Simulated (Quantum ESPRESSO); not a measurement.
A short convergence ladder for CaGa (Cm, 4 atoms in the cell)

```
CaGa
1.0
    2.11838    -5.64932     0.00000
    2.11838     5.64932     0.00000
    0.00000     0.00000     4.31520
Ca Ga
2 2
Direct
  0.35566   0.64434   0.76159
  0.64434   0.35566   0.25000
  0.06499   0.93501   0.75000
  0.93501   0.06499   0.25000
```

Base method: PBEsol, GBRV 1.5 ultrasoft (PBESOL) pseudopotentials (plane waves; Quantum ESPRESSO).

Base settings: ecutwfc = 50 Ry; ecutrho = 250 Ry; occupations = smearing; smearing = gauss; degauss = 0.0073499 Ry; potentials = {Ca: ca_pbesol_v1.uspp.F.UPF, Ga: ga_pbesol_v1.4.uspp.F.UPF}; K_POINTS = automatic 4 4 4 0 0 0; conv_thr = 1e-10 Ry.

The count of work is k-points × plane waves × bands × iterations; it is no time. Core times come from one kind of shared machine, to one figure; runs under 30 s give none.

**The k-point mesh**

The second cell is the first with its lattice scaled by 0.98.

Only quantities that move along the ladder and can be compared are tabulated.

| K_POINTS | free energy less the last step's (meV/atom) | energy of the compressed cell less the first (meV/atom) | pressure (GPa) | largest difference of a force vector from the last step's (eV/Å) | count of work / last | core time / last (rough) |
|---|---|---|---|---|---|---|
| automatic 2 2 2 0 0 0 | 81.58 | 4.53 | -0.97 | 0.286 | 0.25 | 0.4 |
| automatic 3 3 3 0 0 0 | 26.87 | 5.11 | -0.92 | 0.209 | 0.38 | 0.5 |
| automatic 4 4 3 0 0 0 | 25.62 | 6.10 | -0.82 | 0.090 | 0.65 | 0.7 |
| automatic 4 4 4 0 0 0 | 0.00 | 4.70 | -0.98 | 0.000 | 1.0 | 1 |

Coarsest K_POINTS that holds the free energy within 5 meV/atom: not settled: the last two steps still differ by 26 meV/atom, over half the tolerance, so the ladder does not show it.

Coarsest K_POINTS that holds the forces within 0.02 eV/Å: not settled: the last two steps still differ by 0.090 eV/Å, over half the tolerance, so the ladder does not show it.

Coarsest K_POINTS that holds the pressure within 0.1 GPa: not settled: the last two steps still differ by 0.15 GPa, over half the tolerance, so the ladder does not show it.

On the base run: the starting cell comes from a database of computed structures (which also holds hypothetical and non-ambient phases and stackings), without a prior relaxation at this level. Its lattice was rescaled by up to half a per cent. One atom was moved a little off its site on purpose. Without a gap this mesh is coarse (it stands for a supercell whose shortest vector is 17 Å).
